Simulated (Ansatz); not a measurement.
Structures of equal composition on the (0001) surface of hcp Ru: (√3x√3)R30°, one Ru adatom; one added row of Ru in 3. The slabs share one bottom face, and each structure is named by its start. These are constructed structures in small cells; real faces may alloy, dewet or reconstruct in larger ones, and not all known structures of the face are among them. Slabs of about 11 Å, Fermi-Dirac smearing of 0.1 eV. Bottom of the slabs: a bare face, its two planes held. Relaxed from the named starts with such symmetry as they have, on meshes of like density; energies extrapolated to zero smearing; spin only where a row says so; no spin-orbit coupling, no U. Brackets mark spin-polarised runs, whose order is one that fits the cell. The cells differ, so small differences also carry the error of unlike k-meshes.

These are PBE (plane waves to 420 eV, PAW; Ansatz, a program for electronic structure) values and carry that method's errors.

Order them by energy per 1x1 cell (lowest first) at the level PBE.

one added row of Ru in 3 (0.00 eV), (√3x√3)R30°, one Ru adatom (0.22 eV (3 Ru–Ru bonds formed))
